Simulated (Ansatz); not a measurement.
Take WSi₂ (space group I4/mmm, No. 139; a = 3.2289 Å, c = 7.8697 Å; relaxed with 0.1 eV smearing) as the base. Axes: x, y, z lie along a, b, c of the conventional cell.

Computed with PBE/PAW in Ansatz (a program for electronic structure), without spin-orbit coupling.

One thing is altered: every lattice vector is shortened by 3.00 %, atoms relaxed at fixed cell.

Predict the stress tensor and what it implies for the stiffness.

Stress of the strained cell less that of the base (GPa, compression positive):
```
   23.2     0.0     0.0
    0.0    23.2     0.0
    0.0     0.0    26.8
```

Then B = −ΔP/(ΔV/V₀) with ΔV/V₀ = -0.0873 gives secant stiffness values (nonlinear terms included at this strain): B (at held cell shape, above the free-shape value) ≈ 279 GPa.

As a check, the harmonic strain energy −½ V₀ Δσ:ε is 94 meV/atom; the computed energy rise is 84 meV/atom.

No phonon test of stability was made. All final runs are without spin polarisation.
